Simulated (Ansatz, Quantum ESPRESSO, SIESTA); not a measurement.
One structure in several programs: LaPt2 (Fd-3m, 6 atoms in the cell)

Self-consistent single point.

```xyz
6
Lattice="0.0000 3.9163 3.9163 3.9163 0.0000 3.9163 3.9163 3.9163 0.0000" Properties=species:S:1:pos:R:3 pbc="T T T"
La     3.9163     3.9163     3.9163
La     5.8745     5.8745     5.8745
Pt     0.9791     0.9791     0.9791
Pt     0.9791     2.9372     2.9372
Pt     2.9372     2.9372     0.9791
Pt     2.9372     0.9791     2.9372
```

All programs got the same cell, k-point mesh and kind of occupations (in Ansatz's words: kpoints.mp_grid.grid = 7 7 7; scf.occupations.method = gaussian; scf.occupations.width = 0.2 eV); potentials, basis and cutoffs are each program's usual ones.

| code | model | pressure (GPa) | k-points | cutoff |
|---|---|---|---|---|
| Ansatz | PBEsol, PAW files made with PBE | -4.99 | 20 | 420 eV |
| Quantum ESPRESSO | PBEsol, GBRV 1.5 ultrasoft (PBESOL) pseudopotentials | -5.50 | 20 | 40 Ry |
| SIESTA | GGA PBEsol, numerical atomic orbitals DZP, PseudoDojo PBEsol standard norm-conserving potentials (rewritten from UPF to PSML) | -3.16 | 172 | grid 400 Ry |

The spread over the programs that give each value: pressure within 2.34 GPa.

The starting cell comes from a database of computed structures (which also holds hypothetical and non-ambient phases and stackings), without a prior relaxation at this level. Its lattice was rescaled by a random factor within 2.5 % of one. On Ansatz's run: Spin-orbit coupling is off. Spin polarisation is off. In the base run, with a pressure of about -5 GPa the cell is away from its equilibrium volume at this level.

Question: Why do the programs differ, and what cannot be compared?

Answer: Differences of this kind can come from the potentials, where these differ, and from what each basis and cutoff leave unconverged. The valence holds different numbers of electrons (Ansatz (a quantum-chemistry and plane-wave program) 94, Quantum ESPRESSO 86, SIESTA 94). The zero of total energies and Fermi levels follows the potentials and each program's conventions, so they are not compared here. SIESTA uses small atom-centred bases, whose incompleteness enters pressures, forces and empty levels differently from a plane-wave cutoff. Ansatz's pressure is given at a fixed set of plane waves, as the other plane-wave codes print theirs; with its correction for the finite basis it is -4.95 GPa. The programs reduce the same mesh by symmetry to different extents, which changes the work and not the result. In the pressure, SIESTA (by 2.09) lies more than 1 GPa from the median of the plane-wave programs.

Left out of this page: ABINIT (stopped by limits of time or memory); Elk and FLEUR (not drawn, or without a comparable value).

Keys are those of Ansatz 0.2.
